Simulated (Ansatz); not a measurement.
The reference is Al₂O₃ in the corundum structure (space group R-3c, No. 167; a = 4.729 Å, c = 12.892 Å (hexagonal axes)). Axes: x lies along a and z along c of the hexagonal cell.

Level of theory: Ansatz (a program for electronic structure) LDA, scalar-relativistic without spin-orbit coupling.

For the base:

The gap character is direct at Γ and the valence-band top at Γ comes out as 0.00, -0.04, -0.04 eV. The band gap comes out as 6.43 eV.

Now apply this change: the cell is stretched by 1.50 % along x with no lateral relaxation, atoms relaxed at fixed cell.

**Question.** What happens to the gap character, valence-band top at Γ and band gap?

**Answer.** The gap character is still direct at Γ; the valence-band top at Γ (three highest levels, from the VBM) becomes 0.00, -0.06, -0.15 eV (base: 0.00, -0.04, -0.04 eV); the band gap decreases by 0.255 eV, from 6.43 eV to 6.18 eV.

The cells carry an imposed strain or load. Stability against distortions was not tested. Labels are those of the standard path for the cell's own space group.
